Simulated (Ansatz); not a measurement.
Inside the gap of an insulator the Bloch states are evanescent, with a wavenumber k + iκ along the transport direction.

Given:

```
CSi
1.0
    5.32725     0.00000     0.00000
    2.66363    10.18739     0.00000
    2.66363    -0.23215     1.52022
Si C
4 4
Cartesian
  7.10300   9.33643   1.42573
  3.55150   4.35880   0.66561
  5.32725   6.84811   1.04575
  5.32725   1.87049   0.28563
  7.10300   7.46444   1.13986
  3.55150   2.48682   0.37975
  5.32725   4.98220   0.76081
  5.32725   0.00458   0.00070
```

Space group of this cell: P6_3mc. The cell is taken as given.

Transport runs along the normal of the first two printed cell vectors, the (111) plane of the conventional cell.

The gap is the functional's own. No spin-orbit coupling. Mid-gap values are interpolated on the energy grid.

Question: Give the band gap and the smallest decay constant κ at mid-gap that r2SCAN (Ansatz, a first-principles code) yields.

Answer: Gap 2.60 eV on a 20×20×20 mesh; κ = 0.215 1/Å, at (0.000, 0.500) of the in-plane reciprocal vectors. At the zone centre, at the nearest computed energy, the slowest state has κ = 0.24 1/Å.
